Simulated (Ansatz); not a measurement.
Here is the system:

```yaml
crystal:
  lattice:
    - [0.00000, 3.04407, 3.04407]
    - [3.04407, 0.00000, 3.04407]
    - [3.04407, 3.04407, 0.00000]
  atoms:
    - { symbol: In, position: [0.75000, 0.75000, 0.75000] }
    - { symbol: As, position: [0.00000, 0.00000, 0.00000] }
```

The numbers are results of PBEsol, rigid bands (plane waves, PAW, scalar-relativistic; Ansatz, a program for electronic structure), not measurements. Cell: cell and atoms relaxed with PBEsol.

### Question
Is this a good metal at this level?

### Answer
No. No gap shows, but r2SCAN opens one on the same cell, so the missing gap may be the functional's error (that test had no spin-orbit coupling). N(E_F) = 0.0035 states/eV a cell at 300 K and the Drude plasma energy along the best axis is 0.185 eV, several times under that of a simple or noble metal.

Spin-orbit coupling is left out; it can open or close a small gap.
